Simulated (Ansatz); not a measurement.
Pair distribution function (O-Ti) of TiO2 (rutile type), cell Ti32O64, begun in the crystal structure [in the run: it stayed crystalline; mean temperature 1035 K (target 1060 K); density 3.95 g/cm³, volume +8 % from the start crystal's; mean pressure -0.6 GPa against a target of 0; under uneven stress (diagonal components 1.5 GPa apart); Γ point only, which a denser mesh shifts by -0.1 GPa in pressure and 0.03 eV/Å in forces], from MD at 1035 K. Computed with PBE (plane waves, PAW; Ansatz, a quantum-chemistry and plane-wave program). Volume per atom 11.19 Å³, mean pressure -0.6 GPa. 

(r (Å), g(r)): (1.14, 0.00); (1.18, 0.00); (1.22, 0.00); (1.26, 0.00); (1.30, 0.00); (1.34, 0.00); (1.38, 0.00); (1.42, 0.00); (1.46, 0.00); (1.50, 0.00); (1.54, 0.00); (1.58, 0.00); (1.62, 0.02); (1.66, 0.18); (1.70, 0.59); (1.74, 1.46); (1.78, 2.73); (1.82, 4.01); (1.86, 4.72); (1.90, 5.02); (1.94, 5.04); (1.98, 4.65); (2.02, 4.22); (2.06, 3.64); (2.10, 3.08); (2.14, 2.54); (2.18, 1.92); (2.22, 1.57); (2.26, 1.26); (2.30, 0.92); (2.34, 0.69); (2.38, 0.55); (2.42, 0.38); (2.46, 0.28); (2.50, 0.19); (2.54, 0.13); (2.58, 0.07); (2.62, 0.05); (2.66, 0.03); (2.70, 0.02); (2.74, 0.01); (2.78, 0.01); (2.82, 0.00); (2.86, 0.01); (2.90, 0.01); (2.94, 0.02); (2.98, 0.03); (3.02, 0.03); (3.06, 0.06); (3.10, 0.10); (3.14, 0.15); (3.18, 0.23); (3.22, 0.32); (3.26, 0.41); (3.30, 0.55); (3.34, 0.66); (3.38, 0.86); (3.42, 1.03); (3.46, 1.21); (3.50, 1.41); (3.54, 1.53); (3.58, 1.56); (3.62, 1.62); (3.66, 1.63); (3.70, 1.57); (3.74, 1.45); (3.78, 1.35); (3.82, 1.27); (3.86, 1.15); (3.90, 1.07); (3.94, 1.07); (3.98, 1.03); (4.02, 1.04); (4.06, 1.08); (4.10, 1.12); (4.14, 1.20); (4.18, 1.20); (4.22, 1.24); (4.26, 1.24); (4.30, 1.23); (4.34, 1.27); (4.38, 1.28); (4.42, 1.37); (4.46, 1.48); (4.50, 1.53); (4.54, 1.64); (4.58, 1.69); (4.62, 1.77); (4.66, 1.83)

### Question
State where the first shell ends and the number of neighbours in it.

### Answer
g is nil from 2.8 to 2.9 Å, so any cut there serves; 3.0 Ti round each O and 6.0 O round each Ti in the shell, from n = 4πρ∫r²g(r)dr.
